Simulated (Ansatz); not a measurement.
The starting structures come from a database of crystals and need not be the phases stable at ambient conditions.

By PBEsol, the system below comes out a metal.

Input:

```
WP2
1.0
    3.12671     0.00000     0.00000
    1.56335     4.15426     0.00000
    1.56335    -0.56320     6.39226
P W
4 2
Direct
  0.11322   0.74856   0.02500
  0.88678   0.25144   0.97500
  0.80059   0.79920   0.59962
  0.19941   0.20080   0.40038
  0.54903   0.60896   0.29298
  0.45097   0.39104   0.70702
```

Space group of this cell: C2/m. The cell is strained (all lengths scaled by 0.98); by PBEsol its mean pressure is 10.6 GPa.

The current flows along the normal of the first two printed cell vectors. No spin-orbit coupling; the value is a mean over 0.1 eV about the Fermi level.

Question: Compute, with PBEsol run with Ansatz (an electronic-structure program), the ballistic conductance per area.

Answer: 0.40 × 10¹⁵ S/m² for both spins.
